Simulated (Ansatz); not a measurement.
The reference is CdSe in the zinc blende structure (space group F-43m, No. 216).

CdSe has the cubic space group F-43m (No. 216), the zinc blende structure, Pearson symbol cF8. Lattice parameters: a = 6.082 Å, b = 6.082 Å, c = 6.082 Å, α = 90.00°, β = 90.00°, γ = 90.00°. Se on 4c is surrounded by 4 Cd at 2.634 Å (tetrahedral). Cd on 4a is surrounded by 4 Se at 2.634 Å (tetrahedral). (Neighbours: up to the widest gap in distance over summed covalent radii, below 1.35, at either atom; cation-cation and far metal-metal contacts left out.)
(The calculation used a cell of 2 atoms; values per cell refer to that cell.)

Level of theory: PBEsol (Ansatz, a program for electronic structure; PAW; 420 eV plane waves; no spin-orbit coupling).

Its conduction minimum is a single valley at Γ with mass 0.049 mₑ.

Modification: 0.281 electrons added to each cell, a density of 5.0×10^21 cm⁻³, with a uniform compensating background at fixed cell and a 300 K Fermi–Dirac width.

Task: Where would a parabolic band put the Fermi level, and where does the calculation put it?

Result: k_F = (3π²n)^(1/3) = 0.529 Å⁻¹, so ħ²k_F²/2m = 22 eV above the band edge at zero temperature. The calculation gives 2.20 eV (to 0.05 eV): the band is strongly non-parabolic or higher valleys fill at this density.

Carriers are added with a uniform compensating background; total energy and stress of such cells depend on the potential's zero and are not compared; many-body gap narrowing is missing at this level. Masses are band curvatures over ±0.01 Å⁻¹ around the edge. Whether these cells are dynamically stable was not tested.
